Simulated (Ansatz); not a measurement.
The parent structure is ZnSnAs₂ in the chalcopyrite structure (space group I-42d, No. 122).

```
CELL_PARAMETERS angstrom
     -2.91974     2.91974     5.86873
      2.91974    -2.91974     5.86873
      2.91974     2.91974    -5.86873
ATOMIC_POSITIONS crystal
  Sn 0.50000 0.50000 0.00000
  Sn 0.25000 0.75000 0.50000
  As 0.37500 0.34921 0.47421
  As 0.65079 0.12500 0.02579
  As 0.87500 0.90079 0.52579
  As 0.09921 0.62500 0.97421
  Zn 0.00000 0.00000 0.00000
  Zn 0.75000 0.25000 0.50000
```

All numbers come from plane-wave PAW DFT at the PBEsol level (Ansatz, a first-principles code, 420 eV), no spin-orbit coupling.

Perturbation: the cell is scaled by 0.9775 in all directions; the atoms relax in the strained cell.

Task: How does this affect the energy relative to the base?

Result: The energy grows by 24 meV/atom.

Task: What happens to the valence-band top at Γ?

Result: The valence-band top at Γ (three highest levels, from the VBM) amounts to 0.00, 0.00, -0.02 eV.

Task: How does this affect the largest internal atomic displacement?

Result: The largest internal atomic displacement amounts to 0.012 Å.

The levels and masses belong to the bands next to the band gap. Stability against distortions was not tested. All final runs are without spin polarisation.
